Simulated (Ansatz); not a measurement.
Converging the plane-wave cutoff: LaS (Fm-3m, 2 atoms in the cell)

```yaml
crystal:
  lattice:
    - [0.00000, 2.95043, 2.95043]
    - [2.95043, 0.00000, 2.95043]
    - [2.95043, 2.95043, 0.00000]
  atoms:
    - { symbol: La, position: [0.00000, 0.00000, 0.00000] }
    - { symbol: S, position: [0.50000, 0.50000, 0.50000] }
```

Method of the run: PBEsol, default PAW files made with PBE (plane waves; Ansatz, a program for electronic structure).

Base settings: basis.ecutwfc = 30.9 Ry; kpoints.mp_grid.grid = 10 10 10; hamiltonian.xc = pbesol; hamiltonian.pseudopotentials = {kind: paw} (the program's default PAW files); scf.occupations.method = gaussian; scf.occupations.width = 0.0073 Ry.

The second cell is the first with its lattice scaled by 0.98.

The mesh stays at the base's, so the ladder's end is converged at best in this setting alone.

The first pressure column holds Ansatz's estimate of the finite-basis (Pulay) stress, which hides part of the cutoff error; the other is without it.

Only quantities that move along the ladder and can be compared are tabulated.

The count of work is k-points × plane waves × bands × iterations; it is no time. 

The starting cell comes from a database of computed structures (which also holds hypothetical and non-ambient phases and stackings), without a prior relaxation at this level. Its lattice was rescaled by up to half a per cent. In the base run, with a pressure of about -4 GPa the cell is away from its equilibrium volume at this level.

| basis.ecutwfc | free energy less the last step's (meV/atom) | energy of the compressed cell less the first (meV/atom) | pressure (GPa) | pressure without the Pulay estimate (GPa) | count of work / last |
|---|---|---|---|---|---|
| 10.7 Ry | 2117.80 | -2.22 | -1.54 | -22.83 | 0.057 |
| 12.5 Ry | 1333.33 | 3.81 | -1.02 | -20.69 | 0.081 |
| 14 Ry | 846.43 | 3.95 | -2.66 | -18.27 | 0.10 |
| 15.4 Ry | 535.45 | -10.39 | -3.18 | -15.31 | 0.091 |
| 16.9 Ry | 304.53 | -12.81 | -3.62 | -12.07 | 0.11 |
| 18.4 Ry | 161.17 | -11.98 | -3.78 | -9.21 | 0.14 |
| 21.7 Ry | 33.56 | -15.08 | -3.91 | -5.53 | 0.19 |
| 24.6 Ry | 5.93 | -14.42 | -3.90 | -4.30 | 0.19 |
| 27.9 Ry | 0.73 | -14.67 | -3.91 | -3.95 | 0.23 |
| 30.9 Ry | 0.36 | -14.69 | -3.91 | -3.92 | 0.26 |
| 33.8 Ry | 0.29 | -14.69 | -3.91 | -3.92 | 0.31 |
| 37.1 Ry | 0.18 | -14.69 | -3.92 | -3.92 | 0.37 |
| 41.5 Ry | 0.10 | -14.70 | -3.92 | -3.92 | 0.40 |
| 46.3 Ry | 0.07 | -14.70 | -3.92 | -3.92 | 0.49 |
| 54 Ry | 0.04 | -14.70 | -3.92 | -3.92 | 0.61 |
| 61.7 Ry | 0.03 | -14.70 | -3.92 | -3.92 | 0.74 |
| 74.2 Ry | 0.00 | -14.70 | -3.92 | -3.92 | 1.0 |

Coarsest basis.ecutwfc that holds the pressure without the Pulay estimate within 0.1 GPa of the last step, with all finer ones: 27.9 Ry, at 0.23 of the last step's count of work; the step before is off by 0.38 GPa.

Coarsest basis.ecutwfc that holds the pressure within 0.2 GPa of the last step, with all finer ones: 18.4 Ry, at 0.14 of the last step's count of work; the step before is off by 0.30 GPa.

Coarsest basis.ecutwfc that holds the energy of the compressed cell less the first within 0.5 meV/atom of the last step, with all finer ones: 21.7 Ry, at 0.19 of the last step's count of work; the step before is off by 2.7 meV/atom.

The energy difference between the two cells stays within 1 meV/atom of the last step's from 21.7 Ry on, the total only from 27.9 Ry on: much of the error is common to both cells and cancels.

Two neighbours can agree and both be off: 12.5 Ry and 14 Ry differ by 0.14 meV/atom in the energy of the compressed cell less the first, yet lie about 19 meV/atom from the last step.

At the lowest cutoff the pressure without the Pulay estimate lies 18.9 GPa under the last step's, the usual sign of Pulay stress in an incomplete plane-wave basis.

Keys are those of Ansatz 0.2.
